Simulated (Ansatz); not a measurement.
The starting structures come from a database of crystals and need not be the phases stable at ambient conditions.

Given:

```
S
1.0
    7.45394     0.00000     0.00000
   -3.72697     6.45530     0.00000
    0.00000     0.00000     4.38134
S
9
Cartesian
  6.59682   0.00000   2.19067
 -3.29841   5.71302   0.73022
  0.42856   0.74229   3.65111
 -0.52484   4.96969   3.23607
 -0.31449   3.51593   1.77563
  0.83933   4.42498   0.31518
  3.20213   1.48561   1.14526
  3.41248   2.93937   2.60571
  4.56630   2.03032   4.06615
```

Space group of this cell: P3_221. The cell was relaxed by PBE-D3(BJ).

Transport runs along the normal of the first two printed cell vectors, the (001) plane of the conventional cell.

No gap correction and no spin-orbit coupling; mid-gap values are interpolated between computed energies.

Give the band gap and the smallest decay constant κ at mid-gap that r2SCAN (Ansatz, an electronic-structure program) yields.

Gap 2.10 eV on a 6×6×8 mesh; κ = 0.200 1/Å, at (0.500, 0.000) of the in-plane reciprocal vectors. At the zone centre, at the nearest computed energy, the slowest state has κ = 0.22 1/Å.
